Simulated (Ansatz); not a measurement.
Here is the system:

```yaml
crystal:
  lattice:
    - [0.00000, 3.01705, 3.01705]
    - [3.01705, 0.00000, 3.01705]
    - [3.01705, 3.01705, 0.00000]
  atoms:
    - { symbol: Pt, position: [0.75000, 0.75000, 0.75000] }
    - { symbol: Hg, position: [0.00000, 0.00000, 0.00000] }
```

A single point on HgTe with a change (Te → Pt), its geometry relaxed with PBEsol.

Method: PBEsol (Ansatz, an electronic-structure program, PAW, spin-orbit coupling included). Γ-centred 13×13×13 mesh, Fermi–Dirac width 0.05 eV.

Estimate the band gap.

Zero.

Predict the pressure.

-0.6 GPa.

Single points use the geometry relaxed with PBEsol. Stability against distortions was not tested. The cell was made from HgTe by this change: Te → Pt; the result is a hypothetical phase, not in the database extracts checked.
